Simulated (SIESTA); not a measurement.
A self-consistent single point of SnP3 (R-3m, 8 atoms in the cell) with SIESTA.

Computed with SIESTA with GGA PBEsol, numerical atomic orbitals DZP, PseudoDojo PBEsol standard norm-conserving potentials (rewritten from UPF to PSML).

The change in words: lattice scaled by 0.98. Reference geometry:
```
CELL_PARAMETERS angstrom
      3.77964     2.18218     3.69964
     -3.77964     2.18218     3.69964
      0.00000    -4.36435     3.69964
ATOMIC_POSITIONS crystal
  Sn 0.74595 0.74595 0.74595
  Sn 0.25405 0.25405 0.25405
  P  0.20089 0.20089 0.74082
  P  0.79910 0.79910 0.25918
  P  0.74082 0.20089 0.20089
  P  0.25918 0.79910 0.79910
  P  0.20089 0.74082 0.20089
  P  0.79910 0.25918 0.79910
```

Reference input (self-consistent single point, DFT, GGA PBEsol, numerical atomic orbitals DZP, PseudoDojo PBEsol standard norm-conserving potentials (rewritten from UPF to PSML)): XC.functional = GGA; XC.authors = PBEsol; potentials = PseudoDojo PBEsol standard; PAO.BasisSize = DZP; PAO.EnergyShift = 0.01 Ry; MeshCutoff = 300 Ry; kgrid.MonkhorstPack = 4 4 4; OccupationFunction = MP; OccupationMPOrder = 0; ElectronicTemperature = 1160.45 K; MaxSCFIterations = 150; SCF.Mixer.Method = Broyden. This run's input differs from it in these lines:

```diff
@@ -12,5 +12,5 @@
 %block LatticeVectors
-     7.142488229    4.123716885    6.991298801
-    -7.142488229    4.123716885    6.991298801
-     0.000000000   -8.247435661    6.991298801
+     6.999638162    4.041241678    6.851472296
+    -6.999638162    4.041241678    6.851472296
+     0.000000000   -8.082487136    6.851472296
 %endblock LatticeVectors
@@ -18,10 +18,10 @@
 %block AtomicCoordinatesAndAtomicSpecies
-     0.000000000   -0.000000746    8.279230423  1
-    -0.000000000   -0.000000254    2.819677577  1
-    -0.000000000   -2.356424574    4.227241090  2
-     0.000000000    2.356423574    6.871666910  2
-     2.040723207    1.178211716    4.227241090  2
-    -2.040723207   -1.178212716    6.871666910  2
-    -2.040723207    1.178211716    4.227241090  2
-     2.040723207   -1.178212716    6.871666910  2
+     0.000000000   -0.000001492    8.113645188  1
+     0.000000000   -0.000000508    2.763283812  1
+     0.000000000   -2.309296342    4.142695948  2
+    -0.000000000    2.309294342    6.734233052  2
+     1.999908656    1.154647028    4.142695948  2
+    -1.999908656   -1.154649028    6.734233052  2
+    -1.999908656    1.154647028    4.142695948  2
+     1.999908656   -1.154649028    6.734233052  2
 %endblock AtomicCoordinatesAndAtomicSpecies
```

Output, abridged:

```
        iscf     Eharris(eV)        E_KS(eV)     FreeEng(eV)     dDmax    Ef(eV) dHmax(eV)
   scf:    1    -5407.675324    -5407.562186    -5407.572423  0.832258 -3.469548  4.234148
   scf:    2    -5408.294231    -5407.954846    -5407.965886  0.071403 -3.513038  2.689975
   scf:    3    -5408.281334    -5408.168869    -5408.181347  0.109315 -3.589243  0.387062
   scf:    4    -5408.188850    -5408.180067    -5408.192288  0.016545 -3.618036  0.090439
   scf:    5    -5408.182452    -5408.181412    -5408.193497  0.003855 -3.623170  0.019577
   scf:    6    -5408.181662    -5408.181555    -5408.193602  0.000969 -3.625424  0.005054
   scf:    7    -5408.181542    -5408.181551    -5408.193617  0.000319 -3.624748  0.001299
   scf:    8    -5408.181550    -5408.181551    -5408.193617  0.000037 -3.624606  0.000785
SCF Convergence by DM+H criterion
max |DM_out - DM_in|         :     0.0000368528
max |H_out - H_in|      (eV) :     0.0007849809
SCF cycle converged after 8 iterations

Using DM_out to compute the final energy and forces

siesta: E_KS(eV) =            -5408.1816

siesta: E_KS - E_eggbox =     -5408.1816

siesta: Atomic forces (eV/Ang):
     1   -0.000000    0.000001    0.101415
     2    0.000000   -0.000001   -0.101415
     3   -0.000000    0.173807    0.425124
     4    0.000000   -0.173807   -0.425124
     5   -0.150519   -0.086901    0.425123
     6    0.150519    0.086901   -0.425123
     7    0.150519   -0.086901    0.425123
     8   -0.150519    0.086901   -0.425123
   Tot    0.000000   -0.000000    0.000000
   Max    0.425124
   Res    0.231499    sqrt( Sum f_i^2 / 3N )
   Max    0.425124    constrained

   [... lines left out ...]
siesta: FreeEng =     -5408.193617
siesta: Cell volume =        172.317389 Ang**3
siesta:         -13.44883214          2.57677089  kBar
   [... lines left out ...]
   [... 9 lines left out ...]

mulliken: Qtot =       58.000

Mulliken Atomic Populations:
Atom #   charge [q] valence [e]  Species
     1    -0.423895   14.423895  Sn
     2    -0.423895   14.423895  Sn
     3     0.141298    4.858702  P
     4     0.141298    4.858702  P
     5     0.141298    4.858702  P
     6     0.141298    4.858702  P
     7     0.141298    4.858702  P
     8     0.141298    4.858702  P
 Total    -0.000000
```

The run converged in 8 iterations. Against the reference run the free energy drops by 28.4 meV/atom, the pressure goes from -5.22 to -1.34 GPa and the largest force goes from 0.143 to 0.459 eV/Å.

The starting cell comes from a database of computed structures (which also holds hypothetical and non-ambient phases and stackings), without a prior relaxation at this level. Its lattice was rescaled by a random factor within 2.5 % of one. For this run, on top of that: lattice scaled by 0.98. Values carry the incompleteness of an atom-centred basis. The run gives no clean gap (levels at the Fermi energy touch, overlap or are partly filled at this smearing), which alone does not show that the compound is a metal.

Cost on one core of a shared machine: roughly 50 s.
